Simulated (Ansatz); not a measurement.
What pressure 30 GPa does to TiAl

Consider TiAl (space group P4/mmm, No. 123; a = 2.8130 Å, c = 4.0585 Å).

It is then changed as follows: cell and atoms relaxed at a pressure of 30 GPa.

Level of theory: plane-wave PAW DFT at the r2SCAN level (Ansatz, a program for electronic structure, 500 eV), no SOC. k-mesh 16×16×12 (Γ-centred); smearing 0.05 eV (Fermi–Dirac).

- Volume per atom: 13.45 Å³ (base 16.06 Å³)
- Density: 4.62 g/cm³ (base 3.87 g/cm³)
- Shortest interatomic distance: 2.651 Å (base 2.813 Å)
- Enthalpy H = E + PV relative to the base's energy: +2.73 eV/atom
- Band gap: zero (base zero)

Final structure:

```yaml
crystal:
  lattice:
    - [2.65099, 0.00000, 0.00000]
    - [0.00000, 2.65099, 0.00000]
    - [0.00000, 0.00000, 3.82664]
  atoms:
    - { symbol: Ti, position: [0.00000, 0.00000, 0.00000] }
    - { symbol: Al, position: [0.50000, 0.50000, 0.50000] }
```

Load acts through the strain it causes; cell and atoms are relaxed under it. Stability against distortions was not tested. Competing high-pressure phases were not computed. All final runs are without spin polarisation.
